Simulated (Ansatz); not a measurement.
AlP (F-43m), Ansatz (a quantum-chemistry and plane-wave program) with PBE, rigid bands: Condition of this run: functional PBE, cell relaxed with it. band gap 1.63 eV, N_c = 1.72e19 cm⁻³ and N_v = 1.02e20 cm⁻³ at 300 K, conductivity masses of 0.347 mₑ (electrons) and 0.622 mₑ (holes). Take k_BT = 0.02585 eV.

Problem. What thermal injection velocity √(2k_BT/πm) limits a ballistic channel?

Solution. 9.13e6 cm/s for electrons and 6.82e6 cm/s for holes, a ratio of √(m_h/m_e) = 1.34, for dilute carriers.

Problem. What built-in voltage has an abrupt junction with N_A = 1e17 and N_D = 1e17 cm⁻³, all dopants ionised?

Solution. V_bi = E_g/e − (k_BT/e) ln(N_c N_v/(N_A N_D)) = 1.63 − 0.02585 × 12.08 = 1.32 V. It follows the computed gap one for one.

Problem. A film of it is 8 nm thick. Estimate the confinement energies in an infinite well.

Solution. ħ²π²/(2m t²) = 0.376 eV·nm²/(m/mₑ × t²) gives 16.9 meV for electrons and 9.45 meV for holes, so the gap would widen to about 1.66 eV. Finite barriers and nonparabolic bands lower this, and with several valleys or bands the heaviest mass along the normal sets the lowest level, not this average.

Rigid, parabolic bands with the computed gap; masses take one relaxation time for all states. Spin-orbit coupling is left out; where it splits the top of the valence band, N_v and the p-type Seebeck coefficient come out somewhat high without it.
